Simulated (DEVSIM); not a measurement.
System: abrupt Si n-p junction, at 500 K.

Layer 1 from the left is Si, thickness (μm) 0.140, Nd (cm⁻³) 9.2e16, τn (s) 0.00022, τp (s) 0.00022. Layer 2 from the left is Si, thickness (μm) 4.30, Na (cm⁻³) 1.7e17, τn (s) 0.00022, τp (s) 0.00022.

Left contact: ohmic. Right contact: ohmic. Voltage is applied to the left contact. Recombination: SRH at mid-gap. Mobility is μmin + (μ − μmin)/(1 + (N/Nref)^α).

Constants are typed, rounded textbook-type inputs, not results; the design itself was drawn at random and stands for no fabricated device. Values at 300 K; Nc and Nv go as T^1.5, mobilities as T to minus their exponent, the gap by Varshni's rule with the affinity fixed.

Si: gap (eV) 1.124, affinity (eV) 4.05, permittivity 11.7, Nc (cm⁻³) 2.86e19, Nv (cm⁻³) 3.1e19, μn (cm²/Vs) 1417, μp (cm²/Vs) 470, μn,min 52, μp,min 45, Nref,n 9.7e16, Nref,p 2.2e17, αn 0.68, αp 0.72, T exponent of μn 2.3, T exponent of μp 2.2, Varshni α (eV/K) 0.000473, Varshni β (K) 636.

**Question.** Estimate by hand the built-in potential, the peak field at zero bias, and compare with a numerical solution.

**Answer.** 
- Built-in potential: ni = √(Nc Nv) exp(−Eg/2kT) = 2.74e14 cm⁻³ with Eg = 1.065 eV; Vbi = kT/q ln(Na Nd/ni²) = 0.528 V; numerical 0.528 V.
- Peak field at zero bias: depletion approximation: W = √(2εVbi/(qN)) = 0.107 μm with N = 5.97e16 cm⁻³; field = 2Vbi/W = 98700 V/cm; numerical 90400 V/cm (estimate above by 9.2 %).

Model (solved in DEVSIM): 1D drift-diffusion, Boltzmann statistics, complete ionisation; no tunnelling, impact ionisation, image-force lowering or self-heating.
